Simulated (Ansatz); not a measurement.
Polar-o HfO2 (model structure)

The numbers are results of r²SCAN (Ansatz, an electronic-structure program, plane waves, PAW), not measurements.

Run with plane-wave cutoff 500 eV, 6×6×6 k mesh, gaussian smearing 0.02 eV, scalar-relativistic PAW data made under PBE.

Cell (relaxed at this level):

```xyz
12
Lattice="5.0301 0.0000 0.0000 0.0000 5.0597 0.0000 0.0000 0.0000 5.2466" Properties=species:S:1:pos:R:3 pbc="T T T"
Hf     1.3433     1.2579     0.1708
Hf     3.6868     3.7877     5.0758
Hf     3.6868     1.2579     2.7942
Hf     1.3433     3.7877     2.4525
O      0.3522     0.5508     1.9256
O      4.6780     3.0807     3.3210
O      4.6780     0.5508     4.5489
O      0.3522     3.0807     0.6977
O      2.7109    -0.0074     1.2183
O      2.3192     2.5224     4.0283
O      2.3192    -0.0074     3.8416
O      2.7109     2.5224     1.4050
```

For polar-o HfO2 (model structure), the band gap is 4.96 eV (on the SCF k mesh).

Note: the relaxation could raise the start's symmetry but not lower it, so the cell can be a saddle point.

Spin–orbit coupling is not included.

A model structure was made by putting elements into a prototype or built by hand; it is no filed structure, need not be a known phase, and can be a saddle point held by its symmetry.
